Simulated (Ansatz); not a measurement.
The starting structures come from a database of crystals and need not be the phases stable at ambient conditions.

 Where the default PAW files enter, the runs use the earlier of Ansatz's two default sets.

Given:

```xyz
6
Lattice="3.5580 0.0000 0.0000 0.0000 5.1719 0.0000 0.0000 0.0000 3.6648" Properties=species:S:1:pos:R:3 pbc="T T T"
Hf     1.7790     2.5859     1.8324
Hf     0.0000     0.0000     0.0000
O      1.7790     1.5660     0.0000
O      1.7790     4.1519     0.0000
O      0.0000     1.0199     1.8324
O      0.0000     3.6059     1.8324
```

Space group of this cell: Pmmn. The cell is strained (lengths along the current scaled by 1.03, ions clamped); by r2SCAN its mean pressure is -3.7 GPa.

Transport runs along the normal of the first two printed cell vectors.

The gap is the functional's own, uncorrected, and κ follows it; spin-orbit coupling is left out. Mid-gap values are interpolated between the computed energies.

**Question.** Estimate the band gap and the smallest decay constant κ at mid-gap that r2SCAN (Ansatz, a quantum-chemistry and plane-wave program) returns for this system.

**Answer.** Gap 5.10 eV on a 8×6×8 mesh; κ = 0.423 1/Å, at the zone centre.
